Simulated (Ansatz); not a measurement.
The parent structure is Al2Pt (space group Fm-3m, No. 225; a = 5.947 Å; relaxed with 0.1 eV smearing). Axes: x, y, z lie along the cube axes.

Calculations: PBE (Ansatz, a program for electronic structure, PAW, no spin-orbit coupling).

The change: an isotropic linear strain of +2.00 %, atoms relaxed at fixed cell.

Problem. Predict the stress tensor and what it implies for the stiffness.

Solution. Stress of the strained cell less that of the base (GPa, compression positive):
```
   -6.7     0.0     0.0
    0.0    -6.7     0.0
    0.0     0.0    -6.7
```

Then B = −ΔP/(ΔV/V₀) with ΔV/V₀ = 0.0612 gives secant stiffness values (nonlinear terms included at this strain): B ≈ 110 GPa.

As a check, the harmonic strain energy −½ V₀ Δσ:ε is 22 meV/atom; the computed energy rise is 24 meV/atom.

No phonon test of stability was made. All final runs are without spin polarisation.
